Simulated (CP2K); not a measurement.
Converging the cutoff of the density grid: BaTiO₃ (P4mm, 5 atoms in the cell)

```xyz
5
Lattice="4.0120 0.0000 0.0000 0.0000 4.0120 0.0000 0.0000 0.0000 4.0120" Properties=species:S:1:pos:R:3 pbc="T T T"
Ba     0.0000     0.0000     0.0500
Ti     2.0060     2.0060     2.0060
O      2.0060     0.0000     2.0060
O      0.0000     2.0060     2.0060
O      2.0060     2.0060     0.0000
```

Method: PBE, GPW, DZVP-MOLOPT-SR-GTH basis, GTH-PBE potentials (GTH_POTENTIALS) in CP2K.

Base settings: CUTOFF = 600 Ry; REL_CUTOFF = 50 Ry; SMEAR/METHOD = FERMI_DIRAC; ELECTRONIC_TEMPERATURE = 116.05 K; KPOINTS/SCHEME = MONKHORST-PACK 2 2 2; GAMMA_CENTERED = T; XC_FUNCTIONAL = PBE; Ba/BASIS_SET = DZVP-MOLOPT-SR-GTH-q10; Ba/POTENTIAL = GTH-PBE-q10; Ti/BASIS_SET = DZVP-MOLOPT-SR-GTH-q12.

The second cell is the first with its lattice scaled by 0.98.

The mesh stays at the base's, so the ladder's end is converged at best in this setting alone.

Only quantities that move along the ladder and can be compared are tabulated; the gap is left out on so coarse a mesh.

Core times come from one kind of shared machine, to one figure; runs under 30 s give none.

The starting cell has typed, rounded lattice constants, without a prior relaxation at this level. Its lattice was rescaled by up to half a per cent. One atom was moved a little off its site on purpose. Values carry the incompleteness of an atom-centred basis. In the base run, with a pressure of about 5 GPa the cell is away from its equilibrium volume at this level. The mesh is very coarse (it stands for a supercell whose shortest vector is 8 Å): a converged loop gives no converged values here.

| CUTOFF | free energy less the last step's (meV/atom) | energy of the compressed cell less the first (meV/atom) | pressure (GPa) | largest difference of a force vector from the last step's (eV/Å) | core time / last (rough) |
|---|---|---|---|---|---|
| 210 Ry | -0.30 | 52.84 | 5.08 | 0.065 | 0.6 |
| 240 Ry | -4.04 | 53.34 | 5.20 | 0.041 | – |
| 270 Ry | -4.04 | 53.34 | 5.20 | 0.041 | – |
| 300 Ry | 0.86 | 53.64 | 5.27 | 0.004 | – |
| 330 Ry | 0.87 | 53.65 | 5.27 | 0.004 | – |
| 360 Ry | 0.87 | 53.65 | 5.27 | 0.004 | – |
| 420 Ry | -2.71 | 53.84 | 5.30 | 0.013 | 0.5 |
| 480 Ry | -2.71 | 53.83 | 5.30 | 0.013 | – |
| 540 Ry | -1.27 | 53.69 | 5.27 | 0.009 | 0.7 |
| 600 Ry | -1.26 | 53.69 | 5.27 | 0.009 | 0.6 |
| 660 Ry | -0.75 | 53.64 | 5.26 | 0.007 | 0.5 |
| 720 Ry | -0.18 | 53.06 | 5.25 | 0.004 | 0.6 |
| 810 Ry | -0.18 | 53.57 | 5.25 | 0.004 | – |
| 900 Ry | 0.05 | 53.32 | 5.24 | 0.004 | 0.5 |
| 1050 Ry | -0.01 | 53.52 | 5.24 | 0.002 | 0.6 |
| 1200 Ry | 0.00 | 53.54 | 5.24 | 0.001 | 0.7 |
| 1440 Ry | 0.00 | 53.51 | 5.24 | 0.000 | 1 |

Coarsest CUTOFF that holds the energy of the compressed cell less the first within 0.5 meV/atom of the last step, with all finer ones: 240 Ry; the step before is off by 0.67 meV/atom.

Coarsest CUTOFF that holds the pressure within 0.05 GPa of the last step, with all finer ones: 540 Ry; the step before is off by 0.07 GPa.

Coarsest CUTOFF that holds the forces within 0.02 eV/Å of the last step, with all finer ones: 300 Ry; the step before is off by 0.041 eV/Å.

The energy difference between the two cells stays within 1 meV/atom of the last step's from 210 Ry on, the total only from 660 Ry on: much of the error is common to both cells and cancels.

Two neighbours can agree and both be off: 240 Ry and 270 Ry differ by 0.00 meV/atom in the free energy, yet lie about 4.0 meV/atom from the last step.
